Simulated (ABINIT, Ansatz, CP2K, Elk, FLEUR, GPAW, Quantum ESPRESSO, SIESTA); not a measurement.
**CoSi2 (Fm-3m, 3 atoms in the cell) computed with different codes at matched settings**

Self-consistent single point, at a second geometry (lattice scaled by 0.98). First geometry:

```xyz
3
Lattice="0.0000 2.7026 2.7026 2.7026 0.0000 2.7026 2.7026 2.7026 0.0000" Properties=species:S:1:pos:R:3 pbc="T T T"
Co     0.0000     0.0000     0.0000
Si     4.0540     4.0540     4.0540
Si     1.3513     1.3513     1.3513
```

Shared settings, as Ansatz (a quantum-chemistry and plane-wave program) writes them: kpoints.mp_grid.grid = 9 9 9; scf.occupations.method = fermi_dirac; scf.occupations.width = 0.136 eV. Potentials and cutoffs stand in the table.

```json
[
 {"code": "FLEUR", "model": "PBE, all-electron FLAPW (FLEUR), scalar-relativistic valence", "ΔF from the first geometry (meV/atom)": "8.0", "pressure (GPa)": "–", "cutoff": "Kmax 4 1/bohr"},
 {"code": "Ansatz", "model": "PBE, PAW files", "ΔF from the first geometry (meV/atom)": "6.0", "pressure (GPa)": "7.05", "cutoff": "420 eV"},
 {"code": "GPAW", "model": "PBE, GPAW PAW datasets PBE (gpaw-data 1.0.1)", "ΔF from the first geometry (meV/atom)": "12.2", "pressure (GPa)": "8.50", "cutoff": "800 eV"},
 {"code": "CP2K", "model": "PBE, GPW, DZVP-MOLOPT-SR-GTH basis, GTH-PBE potentials (GTH_POTENTIALS)", "ΔF from the first geometry (meV/atom)": "5.6", "pressure (GPa)": "6.89", "cutoff": "grid 600 Ry"},
 {"code": "SIESTA", "model": "GGA PBE, numerical atomic orbitals DZP, PseudoDojo PBE standard norm-conserving potentials (rewritten from UPF to PSML)", "ΔF from the first geometry (meV/atom)": "5.7", "pressure (GPa)": "7.41", "cutoff": "grid 400 Ry"},
 {"code": "Quantum ESPRESSO", "model": "PBE, PseudoDojo standard norm-conserving (PBE) pseudopotentials", "ΔF from the first geometry (meV/atom)": "6.1", "pressure (GPa)": "7.12", "cutoff": "100 Ry"},
 {"code": "ABINIT", "model": "PBE, norm-conserving pseudopotentials (PseudoDojo nc-sr-05 PBE standard)", "ΔF from the first geometry (meV/atom)": "6.1", "pressure (GPa)": "7.10", "cutoff": "96 Ry"},
 {"code": "Elk", "model": "PBE, all-electron FP-LAPW, Elk's shipped species files, default APW+lo basis", "ΔF from the first geometry (meV/atom)": "16.7", "pressure (GPa)": "–", "cutoff": "rgkmax 7"}
]
```

A dash marks a value that a program does not give, or that is left out as unsure.

On Ansatz's run: spin polarisation is off.

The spread over the programs that give each value: ΔF from the first geometry within 11.1 meV/atom; pressure within 1.61 GPa.

CP2K and SIESTA use small atom-centred bases, whose incompleteness enters pressures, forces and empty levels differently from a plane-wave cutoff. FLEUR and Elk treat all electrons, but the usual bases taken here (sphere radii, linearisation, local orbitals, empty states) were not tested for convergence, so the values are no reference for the others. Ansatz's pressure is given at a fixed set of plane waves, as the other plane-wave codes print theirs; with its correction for the finite basis it is 7.11 GPa. In the pressure, GPAW (by 1.39) lies more than 1 GPa from the median of the plane-wave programs.

The starting cell comes from a database of computed structures (which also holds hypothetical and non-ambient phases and stackings), without a prior relaxation at this level. Its lattice was rescaled by a random factor within 2.5 % of one. For this run, on top of that: lattice scaled by 0.98.

Keys are those of Ansatz 0.2.
